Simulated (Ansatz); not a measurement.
O on the 1x1 (111) surface of fcc Ni, ferromagnetic, one in a 2x1 cell, energies for each (10.7 Å²). Energies are against ½ O2(g), without zero-point or thermal terms; each row is named by its start.

Level of theory: PBE (plane waves to 420 eV, PAW; Ansatz, a program for electronic structure).

Model: 9-atom slab, 6.0 Å thick at the start under the adsorbate (thin: gaps and levels are the slab's own), 7x14x1 mesh, Fermi-Dirac 0.1 eV, dipole correction, 4 atoms held, the rest relaxed; each run with such symmetry as its start has; spin-polarised, no spin-orbit, no U, no dispersion correction.

A negative adsorption energy means that the adsorbate is more stable on the surface than in its reference. Heights count from the host atoms within 0.3 Å of the top one.

```json
[
 {"starting site": "top Ni", "E_ads (eV)": "-1.86", "height (Å)": "1.07", "nearest host atom (Å)": "Ni 1.80", "bonded to": "3 Ni", "Δ work function (eV)": "1.16", "lateral drift (Å)": "1.4", "moment (μB)": "4.4"},
 {"starting site": "hollow Ni-Ni-Ni over Ni at depth 2.0 Å", "E_ads (eV)": "-1.74", "height (Å)": "1.08", "nearest host atom (Å)": "Ni 1.81", "bonded to": "3 Ni", "Δ work function (eV)": "1.15", "lateral drift (Å)": "0.0", "moment (μB)": "4.6"},
 {"starting site": "hollow Ni-Ni-Ni over Ni at depth 4.0 Å", "E_ads (eV)": "-1.86", "height (Å)": "1.07", "nearest host atom (Å)": "Ni 1.80", "bonded to": "3 Ni", "Δ work function (eV)": "1.16", "lateral drift (Å)": "0.0", "moment (μB)": "4.4"},
 {"starting site": "bridge Ni-Ni (span 2.5 Å)", "E_ads (eV)": "-1.86", "height (Å)": "1.07", "nearest host atom (Å)": "Ni 1.80", "bonded to": "3 Ni", "Δ work function (eV)": "1.16", "lateral drift (Å)": "0.7", "moment (μB)": "4.4"}
]
```
